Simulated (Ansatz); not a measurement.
**A computed series for hypothetical rock salt BP: response to strain**

Take BP in the rock salt structure (space group Fm-3m, No. 225; a = 4.321 Å; a hypothetical phase, not in the database extracts checked; relaxed with 0.1 eV smearing) as the base. Axes: x, y, z lie along the cube axes.

Strains are applied to the cell and any free atomic positions relax; under biaxial strain the out-of-plane vector relaxes too.

The values are results of PBE in Ansatz (plane waves to 420 eV, PAW, spin-orbit coupling left out), not measurements.

Candidates:
(a) strain tensor (xx, yy, zz, yz, xz, xy) = (+2.10, +0.14, −1.32, −0.21, −0.44, +0.64) %
(b) strain tensor (xx, yy, zz, yz, xz, xy) = (−0.37, +1.18, +0.72, +2.00, +0.38, +0.19) %
(c) uniaxial strain ε_xx = −3.94 %
(d) biaxial strain +4.24 %, plane normal [001], relaxed out of plane
(e) strain tensor (xx, yy, zz, yz, xz, xy) = (+0.07, −0.57, −2.05, +1.47, −0.08, −0.25) %

Notes on the quantities. energy relative to the base: free energy F.

Q: Order them by energy relative to the base, highest first.

A: (d) biaxial strain +4.24 %, plane normal [001], relaxed out of plane (+25 meV/atom), (c) uniaxial strain ε_xx = −3.94 % (+13 meV/atom), (e) strain tensor (xx, yy, zz, yz, xz, xy) = (+0.07, −0.57, −2.05, +1.47, −0.08, −0.25) % (+6.7 meV/atom), (b) strain tensor (xx, yy, zz, yz, xz, xy) = (−0.37, +1.18, +0.72, +2.00, +0.38, +0.19) % (+4.4 meV/atom), (a) strain tensor (xx, yy, zz, yz, xz, xy) = (+2.10, +0.14, −1.32, −0.21, −0.44, +0.64) % (+2.4 meV/atom)

Whether these cells are dynamically stable was not tested. All final runs are without spin polarisation.

Ansatz is a program for electronic structure.
